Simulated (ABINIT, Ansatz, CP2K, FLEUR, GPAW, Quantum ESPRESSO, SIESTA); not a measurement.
**Code comparison for K3I2Br (P-3m1, 6 atoms in the cell)**

Self-consistent single point.

```
CELL_PARAMETERS angstrom
      4.89887     0.00000     0.00000
     -2.44943     4.24255     0.00000
      0.00000     0.00000    12.04285
ATOMIC_POSITIONS crystal
  K  0.00000 0.00000 0.50000
  K  0.33333 0.66667 0.15133
  K  0.66667 0.33333 0.84867
  I  0.33333 0.66667 0.67383
  I  0.66667 0.33333 0.32617
  Br 0.00000 0.00000 0.00000
```

All programs got the same cell, k-point mesh and kind of occupations (some realise fixed ones as a very narrow smearing) (in Ansatz's words: kpoints.mp_grid.grid = 5 5 2; scf.occupations.method = fixed); potentials, basis and cutoffs are each program's usual ones.

| code | model | pressure (GPa) | largest force (eV/Å) | gap on the mesh (eV) | k-points | cutoff |
|---|---|---|---|---|---|---|
| CP2K | PBEsol, GPW, DZVP-MOLOPT-PBE-GTH basis, GTH-PBE potentials (POTENTIAL_UZH) | -0.38 | 0.043 | 3.520 | 26 | grid 500 Ry |
| GPAW | PBEsol, GPAW PAW datasets PBEsol (made by gpaw-setup) | -0.46 | 0.018 | 3.709 | 10 | 550 eV |
| SIESTA | GGA PBEsol, numerical atomic orbitals TZP, PseudoDojo PBEsol standard norm-conserving potentials (rewritten from UPF to PSML) | -0.48 | 0.068 | 3.613 | 28 | grid 350 Ry |
| Ansatz | PBEsol, PAW files made with PBE | -0.44 | 0.017 | 3.702 | 10 | default |
| Quantum ESPRESSO | PBEsol, GBRV 1.5 ultrasoft (PBESOL) pseudopotentials | -0.91 | 0.016 | 3.698 | 10 | 40 Ry |
| ABINIT | PBEsol, norm-conserving pseudopotentials (PseudoDojo nc-sr-04 PBEsol standard) | -0.44 | 0.017 | 3.699 | 10 | 1007 eV |
| FLEUR | PBEsol, all-electron FLAPW (FLEUR), scalar-relativistic valence | – | – | 3.752 | 10 | Kmax 3.8 1/bohr |

Size of the force on each atom (eV/Å): Sizes of forces hide their directions.

| code | K1 | K2 | K3 | I4 | I5 | Br6 |
|---|---|---|---|---|---|---|
| CP2K | 0.000 | 0.043 | 0.043 | 0.014 | 0.014 | 0.000 |
| GPAW | 0.000 | 0.018 | 0.018 | 0.013 | 0.013 | 0.000 |
| SIESTA | 0.000 | 0.068 | 0.068 | 0.015 | 0.015 | 0.000 |
| Ansatz | 0.000 | 0.017 | 0.017 | 0.013 | 0.013 | 0.000 |
| Quantum ESPRESSO | 0.000 | 0.016 | 0.016 | 0.013 | 0.013 | 0.000 |
| ABINIT | 0.000 | 0.017 | 0.017 | 0.013 | 0.013 | 0.000 |

A dash marks a value that a program does not give, or that is left out as unsure.

Gaps are read on the mesh.

The spread over the programs that give each value: pressure within 0.53 GPa; largest force within 0.052 eV/Å; gap on the mesh within 0.232 eV.

The starting cell comes from a database of computed structures (which also holds hypothetical and non-ambient phases and stackings), without a prior relaxation at this level. On Ansatz's run: Spin-orbit coupling is off.

Problem. Why do the programs differ, and what cannot be compared?

Solution. Differences of this kind can come from the potentials, where these differ, and from what each basis and cutoff leave unconverged. The valence holds different numbers of electrons (CP2K 48, GPAW 48, SIESTA 48, Ansatz (an electronic-structure program) 68, Quantum ESPRESSO 48, ABINIT 48, FLEUR 68). The zero of total energies and Fermi levels follows the potentials and each program's conventions, so they are not compared here. CP2K and SIESTA use small atom-centred bases, whose incompleteness enters pressures, forces and empty levels differently from a plane-wave cutoff. FLEUR treats all electrons, but the usual bases taken here (sphere radii, linearisation, local orbitals, empty states) were not tested for convergence, so the values are no reference for the others. Ansatz's pressure is given at a fixed set of plane waves, as the other plane-wave codes print theirs. The programs reduce the same mesh by symmetry to different extents, which changes the work and not the result. In the gap, CP2K (by 0.180) lies more than 0.12 eV from the median of the plane-wave programs.

Keys are those of Ansatz 0.2.
